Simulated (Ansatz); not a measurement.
## BN, response to strain

Consider BN in the zinc blende structure (space group F-43m, No. 216).

```
BN
1.0
    0.00000     1.80284     1.80284
    1.80284     0.00000     1.80284
    1.80284     1.80284     0.00000
B N
1 1
Direct
  0.00000   0.00000   0.00000
  0.25000   0.25000   0.25000
```

Cartesian axes are those of the cell as printed.

Strains are applied to the cell and any free atomic positions relax; under biaxial strain the out-of-plane vector relaxes too.

Calculations: PBEsol in Ansatz (plane waves to 420 eV, PAW, no spin-orbit coupling).

```json
[
 {"biaxial strain, plane normal [001], relaxed out of plane (%)": "0", "band gap (eV)": "4.30"},
 {"biaxial strain, plane normal [001], relaxed out of plane (%)": "0.5", "band gap (eV)": "4.16"},
 {"biaxial strain, plane normal [001], relaxed out of plane (%)": "1", "band gap (eV)": "4.02"},
 {"biaxial strain, plane normal [001], relaxed out of plane (%)": "1.5", "band gap (eV)": "3.89"},
 {"biaxial strain, plane normal [001], relaxed out of plane (%)": "2", "band gap (eV)": "3.77"},
 {"biaxial strain, plane normal [001], relaxed out of plane (%)": "2.5", "band gap (eV)": "?"},
 {"biaxial strain, plane normal [001], relaxed out of plane (%)": "3", "band gap (eV)": "3.52"}
]
```

Question: Fit E_g = E₀ + Dε (ε in %) to the rows shown and predict the withheld row.

Answer: Least squares on the printed values gives E₀ = 4.29 eV, D = -259 meV per % of strain (largest residual 0.01 eV); this predicts 3.64 eV, and the run gives 3.64 eV, in agreement.

Stability against distortions was not tested.

Ansatz is a quantum-chemistry and plane-wave program.
